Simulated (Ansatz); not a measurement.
Take Nb in the bcc (W type) structure (space group Im-3m, No. 229; a = 3.273 Å; relaxed with 0.1 eV smearing) as the base.

The values are results of PBEsol (Ansatz, an electronic-structure program), without spin-orbit coupling, earlier PAW set, not measurements.

Base values:

```
Quantity   Result
--------  -------
Pressure  0.0 GPa
```

It is then changed as follows: an isotropic linear strain of −3.69 %; the atoms relax in the strained cell.

### Question
What happens to the energy relative to the base?

### Answer
The energy goes up by 134 meV/atom.

### Question
What happens to the pressure?

### Answer
The pressure goes from zero to 25.0 GPa.

Stability against distortions was not tested. The base started in P-1 and relaxed to Im-3m at this level. The final runs are not spin-polarised.
